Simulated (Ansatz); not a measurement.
# TaSi₂ (model structure, started from the CrSi2 type, P6₂22, No. 180, 9 atoms in the cell)

Method: PBE (plane waves, PAW; Ansatz, a program for electronic structure).

Numerical settings: plane-wave cutoff 500 eV, 12×12×6 k mesh (along the axes of the cell as run), Fermi–Dirac smearing 0.05 eV, scalar-relativistic PAW data made under PBE.

Cell (relaxed at this level):

```cif
data_Si6Ta3
_chemical_formula_sum 'Ta3 Si6'
_space_group_name_H-M_alt 'P 1'
_space_group_IT_number 1
_cell_length_a 4.80549
_cell_length_b 4.80549
_cell_length_c 6.59772
_cell_angle_alpha 90.000
_cell_angle_beta 90.000
_cell_angle_gamma 120.000
loop_
_space_group_symop_operation_xyz
  'x, y, z'
loop_
_atom_site_label
_atom_site_type_symbol
_atom_site_fract_x
_atom_site_fract_y
_atom_site_fract_z
_atom_site_occupancy
Ta1 Ta 0.50000 0.00000 0.00000 1
Ta2 Ta 0.50000 0.50000 0.33333 1
Ta3 Ta 0.00000 0.50000 0.66667 1
Si1 Si 0.15895 0.31791 0.00000 1
Si2 Si 0.84105 0.15895 0.33333 1
Si3 Si 0.68209 0.84105 0.66667 1
Si4 Si 0.84105 0.68209 0.00000 1
Si5 Si 0.15895 0.84105 0.33333 1
Si6 Si 0.31791 0.15895 0.66667 1
```

band gap: none

Note: the relaxation could raise the start's symmetry but not lower it, so the cell can be a saddle point.

Spin–orbit coupling is not included.

The computed numbers hold no vibrational or temperature effects.

A model structure was made by putting elements into a prototype or built by hand; it is no filed structure, need not be a known phase, and can be a saddle point held by its symmetry.
